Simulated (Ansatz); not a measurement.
**GaAs: isotropic strain −3.00 %**

The parent structure is GaAs in the zinc blende structure (space group F-43m, No. 216; a = 5.659 Å).

The change: every lattice vector is shortened by 3.00 %, atoms relaxed at fixed cell.

Calculations: PBEsol/PAW in Ansatz (a quantum-chemistry and plane-wave program), no SOC. k-mesh 10×10×10 (Γ-centred); smearing 0.05 eV (Fermi–Dirac).

- Volume per atom: 20.67 Å³ (base 22.65 Å³)
- Space group: F-43m (No. 216) (base F-43m (No. 216))
- Shortest interatomic distance: 237.7 pm (base 245.0 pm)
- Energy relative to the base (free energy F): +44 meV/atom
- Pressure: 7.83 GPa (base 0.00 GPa)
- Band gap: 1.12 eV (base 0.42 eV)
- Gap character: direct at Γ (base direct at Γ)
- Mean gap deformation potential ΔEg/Δln V: -7.6 eV
- Width of the top valence band: 3.82 eV (base 3.36 eV)
- Electron mass: 0.060 mₑ (at Γ) (base 0.025 mₑ (at Γ))
- Hole mass (degenerate bands, along [100]): 0.059, 0.31, 0.31 mₑ (at Γ) (base 0.025, 0.34, 0.34 mₑ (at Γ))
- Valley order (the lowest conduction-band minima on the path, energy above the VBM, named in the base's zone): Γ 1.12 eV; a point along ⟨100⟩, about 1.0 Å⁻¹ from Γ 1.16 eV; L along ⟨111⟩ 1.18 eV (base Γ 0.42 eV; L along ⟨111⟩ 0.92 eV; a point along ⟨100⟩, about 1.0 Å⁻¹ from Γ 1.32 eV)

Effective masses come from finite differences of ±0.01 Å⁻¹. Whether these cells are dynamically stable was not tested.
